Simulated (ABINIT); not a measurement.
Band structure of Zn (P6_3/mmc, 2 atoms in the cell).

```xyz
2
Lattice="1.3300 -2.3036 0.0000 1.3300 2.3036 0.0000 0.0000 0.0000 4.9500" Properties=species:S:1:pos:R:3 pbc="T T T"
Zn     1.3300     0.7679     1.2375
Zn     1.3300    -0.7679     3.7125
```

Method of the run: PBE, PAW (JTH v2.0 PBE PAW) (plane waves; ABINIT).

Settings: pseudos = [Zn.GGA_PBE-JTH.xml]; ecut = 30 Ha; pawecutdg = 60 Ha; ixc = 11; occopt = 3; tsmear = 0.00183747 Ha; ngkpt = 14 14 7; nshiftk = 1; shiftk = 0 0 0; potentials = JTH v2.0 PBE PAW; kptopt = 1; nstep = 60; tolvrs1 = 1e-10.

The starting cell has typed, rounded lattice constants, without a prior relaxation at this level.

These are the values that this program gave, and no reference: the one-centre exchange-correlation terms come from a truncated expansion.

Levels in eV from the Fermi level, bands 9 to 16:
```tsv
point	9	10	11	12	13	14	15	16
Γ	-7.25	-7.04	-7.04	-3.63	-3.03	13.50	17.10	17.45
M	-6.86	-6.84	-2.81	-2.12	2.63	3.57	4.11	5.73
K	-7.14	-7.14	0.06	0.06	0.19	4.99	6.11	6.11
A	-7.13	-7.13	-7.13	-7.13	4.57	4.57	18.73	18.73
L	-6.85	-6.85	-1.84	-1.84	0.17	0.17	10.10	10.10
H	-7.05	-7.05	0.99	0.99	1.85	1.85	2.19	2.19
```

Bands cross the Fermi level along this path, so the cell is metallic at this level.
